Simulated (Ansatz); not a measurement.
**Ir: uniaxial strain ε_zz = +3.00 %**

The reference is Ir in the fcc (Cu type) structure (space group Fm-3m, No. 225; a = 3.8311 Å; relaxed with 0.1 eV smearing). Axes: x, y, z lie along the cube axes.

One thing is altered: the cell is stretched by 3.00 % along z with no lateral relaxation, atoms relaxed at fixed cell.

All numbers come from PBEsol, PAW, 420 eV (Ansatz, a program for electronic structure; no spin-orbit coupling). Γ-centred 29×29×29 mesh, Fermi–Dirac width 0.1 eV.

* **Space group**: I4/mmm (No. 139) (base Fm-3m (No. 225))
* **Shortest interatomic distance**: 5.119 bohr (base 5.119 bohr)
* **Energy relative to the base (free energy F)**: +24 meV/atom
* **Pressure (mean of the normal stresses, compression positive)**: -10.4 GPa (base 0.0 GPa)
* **Band gap**: zero (base zero)
* **Stress (xx, yy, zz, yz, xz, xy; compression positive)**: (-6.8, -6.8, -17.5, 0.0, 0.0, 0.0) GPa

No phonon test of stability was made. All final runs are without spin polarisation.
